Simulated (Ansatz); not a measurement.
The structure below was relaxed with PBEsol (Ansatz, a quantum-chemistry and plane-wave program), no spin-orbit coupling, earlier PAW set, at pressure 0.7 GPa.

```
CELL_PARAMETERS angstrom
      0.00000     2.94022     2.94022
      2.94022     0.00000     2.94022
      2.94022     2.94022     0.00000
ATOMIC_POSITIONS crystal
  S  0.00000 0.00000 0.00000
  Pb 0.50000 0.50000 0.50000
```

**Question.** Find the space group and the Wyckoff positions.

**Answer.** Space group Fm-3m (No. 225); a = b = c = 5.8804 Å, α = β = γ = 90.00°

```json
[
 {"atom": "S", "site": "4a", "symmetry": "m-3m", "x": "0.0000", "y": "0.0000", "z": "0.0000"},
 {"atom": "Pb", "site": "4b", "symmetry": "m-3m", "x": "0.5000", "y": "0.5000", "z": "0.5000"}
]
```

**Question.** Describe the coordination.

**Answer.** The crystal has 8 atoms in its conventional cell. Conventional cell: a = 5.8804 Å, b = 5.8804 Å, c = 5.8804 Å, α = 90.00°, β = 90.00°, γ = 90.00°. S has 6 Pb at 2.940 Å (octahedral). Pb is surrounded by 6 S at 2.940 Å (octahedral). (Neighbours: up to the widest gap in distance over summed covalent radii, below 1.35, at either atom; cation-cation and far metal-metal contacts left out.)

Spin-orbit coupling, missing from the scalar runs, can matter with Pb. Load acts through the strain it causes; cell and atoms are relaxed under it. Whether these cells are dynamically stable was not tested. The cell was made from PbS in the rock salt structure (space group Fm-3m, No. 225) by this change: pressure 0.7 GPa.
